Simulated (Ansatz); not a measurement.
Troubleshooting Ansatz (a first-principles code): a failed run on HfO₂ (Fm-3m, 3 atoms in the cell). The aim is a self-consistent single point with DFT, PBE, plane waves, PAW files.

Cell that was meant: a = 3.5857 Å, b = 3.5857 Å, c = 3.5857 Å, α = 60.00°, β = 60.00°, γ = 60.00°.

Part of the input:

```yaml
  occupations:
    method: fermi_dirac
    width: 0.02
  max_iter: 2
output:
  forces: true
  eigenvalues: true
```

Output (repeated stretches shortened):

```
SCF iter   1: F=—  HF=-16862.745721 eV  |F-HF|=—  |Δ(HF+E_count)|=         —  Δρ=8.60e-2  dr2=1.77e0  ethr=3.10e-3  ⟨swp⟩=6.1  Hψ=6875  notcnv=0
all-band conjugate gradients solve this SCF's bands
preconditioner: auto → none
SCF iter   2: F=—  HF=-16862.253730 eV  |F-HF|=—  |Δ(HF+E_count)|=   4.92e-1  Δρ=2.91e-2  dr2=1.44e-1  ethr=3.10e-3  ⟨swp⟩=5.5  Hψ=5464  notcnv=0
Error: did not converge after 2 iterations: dr2 = 1.44e-1 (threshold 1.00e-7), under the density mixer `msr1`, which `scf.mixing.algorithm: auto` chose by the deck's other keys (type `scf.mixing.algorithm: msr1` to keep it); raise `scf.max_iter`, which need not help a stalled SCF, or adjust the mixing (`scf.mixing`) or, under a smearing, its width (`scf.occupations.width`, in either direction: another width is another result); this SCF holds its density and magnetisation to the symmetry operations that it keeps, and cannot end on a state that breaks one of them: if the state sought breaks one, re-run with `crystal.symmetry.detect: false`, without `crystal.symmetry.time_reversal: [...]
```

**Question.** What is wrong, and how is it fixed?

**Answer.** The fault is an iteration limit that is too low. The loop is cut before its threshold is met, so whatever is printed at the end is not self-consistent. To fix it, raise the limit, or leave it to the default. The run ended unconverged after 2 iterations.

An input that runs soundly differs in these lines (not the only fix; some lines may just follow from the change or write a value another way):
```diff
-  max_iter: 2
```

With that input, the run converged in 7 iterations: free energy E − TS (on the zero of these files) -16862.2499 eV; top of the valence band (on the code's own zero) 14.82 eV; gap on the k-point mesh 3.79 eV; pressure 4.09 GPa (DFT, PBE, plane waves, PAW files).

On the sound input: the starting cell comes from a database of computed structures (which also holds hypothetical and non-ambient phases and stackings), without a prior relaxation at this level. Its lattice was rescaled by a random factor within 2.5 % of one. Spin-orbit coupling is off. With a pressure of about 4 GPa the cell is away from its equilibrium volume at this level. Ansatz's pressure includes its estimate of the finite-basis (Pulay) stress. Without the estimate this run gives 3.50 GPa.

Keys are those of Ansatz 0.2.
